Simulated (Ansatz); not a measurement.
**TiC under a change: isotropic strain +3.02 %**

The parent structure is TiC in the rock salt structure (space group Fm-3m, No. 225; a = 4.333 Å; relaxed with 0.1 eV smearing).

The change: an isotropic linear strain of +3.02 %; the atoms relax in the strained cell.

Level of theory: PBE (Ansatz, a program for electronic structure), scalar-relativistic without spin-orbit coupling, earlier PAW set. k-mesh 23×23×23 (Γ-centred); smearing 0.1 eV (Fermi–Dirac).

| quantity | base | changed | shift |
|---|---|---|---|
| volume per atom | 10.17 Å³ | 11.12 Å³ | +0.95 Å³ |
| shortest interatomic distance | 2.166 Å | 2.232 Å | +0.0654 Å |
| energy relative to the base (free energy F) | 0 meV/atom | +60 meV/atom | +60 meV/atom |
| band gap | zero | zero | – |

Final structure:

```yaml
crystal:
  lattice:
    - [0.00000, 2.23178, 2.23178]
    - [2.23178, 0.00000, 2.23178]
    - [2.23178, 2.23178, 0.00000]
  atoms:
    - { symbol: C, position: [0.00000, 0.00000, 0.00000] }
    - { symbol: Ti, position: [0.50000, 0.50000, 0.50000] }
```

Cost of the whole job for the changed cell (relaxation, final SCF and bands): roughly 9 core-seconds.

Whether these cells are dynamically stable was not tested. The final runs are not spin-polarised.
